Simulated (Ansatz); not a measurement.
A relaxation of cell and atoms of Sn (Immm, 1 atom in the cell) with Ansatz (a quantum-chemistry and plane-wave program).

Method: PBEsol, default PAW files made with PBE (plane waves; Ansatz).

The change in words: atoms on their sites; relax: default → cell and atoms. Reference geometry:
```xyz
1
Lattice="-1.6963 1.9605 2.1142 1.6963 -1.9605 2.1142 1.6963 1.9605 -2.1142" Properties=species:S:1:pos:R:3 pbc="T T T"
Sn     0.0000     0.0000     0.0000
```

Reference input (self-consistent single point, DFT, PBEsol, plane waves, default PAW files made with PBE): basis.ecutwfc = 420 eV; kpoints.mp_grid.grid = 13 13 13; hamiltonian.xc = pbesol; hamiltonian.pseudopotentials = {kind: paw} (the program's default PAW files); scf.occupations.method = fermi_dirac; scf.occupations.width = 0.1 eV. This run's input differs from it in these lines:

```diff
@@ -21,2 +21,4 @@
     width: 0.1
+relax:
+  cell: {}
 output:
```

Log, with long lists cut:

```
   [... SCF lines of the steps left out ...]
relax step   1: F+E_penalty+E_count = -5949.74703476 eV  Δ(F+E_penalty+E_count) = +0.000e0 eV  max|allowed force component| = 0.000e0 eV/Å  Δτ_max = 0.0000 Å  P = -2.968 GPa  Ω = 28.124 Å³  (6 SCF iters, dr2 threshold 1.00e-7 eV, accepted)
relax step   2: F+E_penalty+E_count = -5949.76575389 eV  Δ(F+E_penalty+E_count) = -1.872e-2 eV  max|allowed force component| = 0.000e0 eV/Å  Δτ_max = 0.0000 Å  P = +0.193 GPa  Ω = 26.300 Å³  energy of the carried Pulay correction = +3.771e-4 eV  (4 [...]
   [... lines left out ...]
relax step   6: F+E_penalty+E_count = -5949.77101205 eV  Δ(F+E_penalty+E_count) = -1.141e-4 eV  max|allowed force component| = 0.000e0 eV/Å  Δτ_max = 0.0000 Å  P = +0.009 GPa  Ω = 26.250 Å³  energy of the carried Pulay correction = +3.737e-4 eV  (4 [...]
relax step   7: F+E_penalty+E_count = -5949.77070146 eV  Δ(F+E_penalty+E_count) = +3.106e-4 eV  max|allowed force component| = 0.000e0 eV/Å  Δτ_max = 0.0000 Å  P = +0.007 GPa  Ω = 26.250 Å³  stress off target by 2.54e-2 GPa  SCF on the basis [...]
basis re-selected at this cell: Δ(F+E_penalty+E_count) = +3.106e-4 eV, ΔP = -0.002 GPa vs the last step
Stability not checked: this state was not tested for a lower state beside it, because too few of the mixer's solves of this state at the end of the SCF gave a …
Free energy (F): -5949.770701 eV
Internal energy: -5949.754002 eV  (E = F + TS)
E sigma→0 (E₀):  -5949.762352 eV
Entropy (-TS):   -0.016699 eV (-16.699 meV/atom)
Fermi energy:    11.260865 eV
--- Forces (eV/Å), atoms counted from 1 ---
  atom   1  Sn     0.00000000     0.00000000     0.00000000
   [... lines left out ...]
to start a new deck from the relaxed geometry:
  cell:  # Å, volume = 26.2499 Å³
    - [-1.7151193550159507, 1.9552297307980002, 1.9569339870797884]
    - [1.7151193550159507, -1.9552297307980002, 1.9569339870797884]
    - [1.7151193550159507, 1.9552297307980002, -1.9569339870797884]
  atoms:
    - { symbol: Sn, position: [0.0, 0.0, 0.0] }
```

The run converged. 

Summary of the result:
- Free energy E − TS (on the zero of these files): -5949.7707 eV
- Fermi level (on the code's own zero): 11.26 eV
- Pressure: 0.01 GPa
- Final cell: a = 3.255 Å, b = 3.255 Å, c = 3.255 Å, α = 116.40°, β = 106.16°, γ = 106.08°
- Final volume per atom: 26.25 Å³
- Relaxation steps: 7

The starting cell comes from a database of computed structures (which also holds hypothetical and non-ambient phases and stackings), without a prior relaxation at this level. Its lattice was rescaled by up to half a per cent. The relaxation keeps the symmetry of its start, so its end need not be a minimum. Ansatz's pressure includes its estimate of the finite-basis (Pulay) stress.

Keys are those of Ansatz 0.2.
